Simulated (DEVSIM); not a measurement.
System: Schottky contact on n-type In0.53Ga0.47As, at 350 K.

```tsv
layer (left to right)	material	thickness (μm)	Nd (cm⁻³)	τn (s)	τp (s)
1	In0.53Ga0.47As	1.80	1.1e17	1e-9	1e-9
```

Left contact: Schottky, work function 4.82 eV, emission velocity 4.7e6 cm/s. Right contact: ohmic. Voltage is applied to the left contact. Recombination: SRH at mid-gap, radiative, Auger. Mobility is μmin + (μ − μmin)/(1 + (N/Nref)^α).

This is a model device: material constants are rounded textbook-type values typed into the input, and sizes, dopings and lifetimes were drawn at random. Values at 300 K; Nc and Nv go as T^1.5, mobilities as T to minus their exponent, the gap by Varshni's rule with the affinity fixed.

| parameter | In0.53Ga0.47As |
|---|---|
| gap (eV) | 0.74 |
| affinity (eV) | 4.51 |
| permittivity | 13.9 |
| Nc (cm⁻³) | 2.1e17 |
| Nv (cm⁻³) | 7.7e18 |
| μn (cm²/Vs) | 12000 |
| μp (cm²/Vs) | 300 |
| μn,min | 300 |
| μp,min | 10 |
| Nref,n | 1.3e17 |
| Nref,p | 4.9e17 |
| αn | 0.48 |
| αp | 0.4 |
| T exponent of μn | 1.6 |
| T exponent of μp | 1.6 |
| B (cm³/s) | 9.6e-11 |
| Cn (cm⁶/s) | 5e-29 |
| Cp (cm⁶/s) | 5e-29 |
| Varshni α (eV/K) | 0.00035 |
| Varshni β (K) | 190 |

Model (solved in DEVSIM): 1D drift-diffusion, Boltzmann statistics, complete ionisation; no tunnelling, impact ionisation, image-force lowering or self-heating. Metal contacts follow the ideal Schottky-Mott rule: no Fermi-level pinning, no interface dipoles.

The doping Nd of layer 1 was swept, all else fixed.

| doping Nd of layer 1 (cm^-3) | largest field in the device at zero bias (V/cm) | potential step across the device at zero bias (V) | dark forward voltage at 100 A/cm² (V) |
|---|---|---|---|
| 3.3e15 | 11000 | 0.178 | 0.091 |
| 1.1e16 | 23000 | 0.214 | 0.087 |
| 3.3e16 | 43000 | 0.247 | 0.085 |
| 1.1e17 | 84000 | 0.284 | 0.084 |

From the first row to the last the largest field in the device at zero bias goes from 11000 to 84000. From the first row to the last the potential step across the device at zero bias goes from 0.178 to 0.284.
